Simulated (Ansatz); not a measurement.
```
CELL_PARAMETERS angstrom
     -0.00546     4.44149     4.43820
      4.43275     0.00000     4.43275
      4.43820     4.44149    -0.00546
ATOMIC_POSITIONS crystal
  Zr 0.00000 0.00000 0.00000
  Ti 0.00000 0.00000 0.50000
  Ti 0.00000 0.50000 0.00000
  Zr 0.00000 0.50000 0.50000
  Ti 0.50000 0.00000 0.00000
  Ti 0.50000 0.00000 0.50000
  Zr 0.50000 0.50000 0.00000
  Zr 0.50000 0.50000 0.50000
  N  0.25000 0.23919 0.25000
  N  0.25552 0.24448 0.75552
  N  0.25000 0.76101 0.25000
  N  0.24448 0.75552 0.74448
  N  0.75552 0.24448 0.25552
  N  0.75000 0.23899 0.75000
  N  0.74448 0.75552 0.24448
  N  0.75000 0.76081 0.75000
```

These are PBE (plane waves to 420 eV, PAW; Ansatz, an electronic-structure program) values and carry that method's errors. Spin–orbit coupling is left out; the runs are not spin-polarised. Its k-point mesh 5×5×5, Fermi–Dirac width 0.05 eV.

Give the composition and order of this alloy cell, and its volume and bond lengths.

A 16-atom cell of (Ti,Zr)N started in the rock salt structure, site fractions Ti 0.500, Zr 0.500, short-range order -0.17 among the nearest mixed sites of the first mixed sublattice (0 is random, a negative value favours unlike neighbours), space group Imma at the end, an ordered arrangement that its symmetry holds.
```
Item                                                                                             Value
--------------------------------------------------------  --------------------------------------------
volume per atom                                                                               10.94 Å³
N–Zr bonds (within 1.22 times the sum of covalent radii)  2.244 Å on average, from 2.220 to 2.270 (24)
N–Ti bonds (within 1.22 times the sum of covalent radii)  2.196 Å on average, from 2.171 to 2.222 (24)
```
